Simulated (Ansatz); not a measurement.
## WSi2: response to strain

Start from WSi$_{2}$ (space group I4/mmm, No. 139; a = 3.185 Å, c = 7.773 Å; relaxed with 0.1 eV smearing). Axes: x, y, z lie along a, b, c of the conventional cell.

Strains are applied to the cell and any free atomic positions relax.

Method: LDA/PAW in Ansatz (a quantum-chemistry and plane-wave program), no spin-orbit coupling.

Notes on the quantities. energy relative to the base: free energy F; pressure: mean of the normal stresses, compression positive.

```json
[
 {"variant": "base", "energy relative to the base": "0 meV/atom", "pressure": "0.0 GPa", "shortest interatomic distance": "2.571 Å"},
 {"variant": "tensor shear ε_xz = +1.71 %", "energy relative to the base": "+10 meV/atom", "pressure": "0.3 GPa", "shortest interatomic distance": "2.569 Å"},
 {"variant": "tensor shear ε_xz = +1.43 %", "energy relative to the base": "+7.2 meV/atom", "pressure": "0.2 GPa", "shortest interatomic distance": "2.571 Å"},
 {"variant": "tensor shear ε_xz = +0.29 %", "energy relative to the base": "+0.3 meV/atom", "pressure": "0.0 GPa", "shortest interatomic distance": "2.571 Å"},
 {"variant": "tensor shear ε_xz = +1.14 %", "energy relative to the base": "+4.6 meV/atom", "pressure": "0.1 GPa", "shortest interatomic distance": "2.571 Å"},
 {"variant": "tensor shear ε_xz = +0.86 %", "energy relative to the base": "+2.6 meV/atom", "pressure": "0.1 GPa", "shortest interatomic distance": "2.571 Å"},
 {"variant": "tensor shear ε_xz = +0.57 %", "energy relative to the base": "+1.1 meV/atom", "pressure": "0.0 GPa", "shortest interatomic distance": "2.571 Å"},
 {"variant": "tensor shear ε_xz = +2.00 %", "energy relative to the base": "+14 meV/atom", "pressure": "0.4 GPa", "shortest interatomic distance": "2.565 Å"}
]
```

No phonon test of stability was made. All final runs are without spin polarisation.
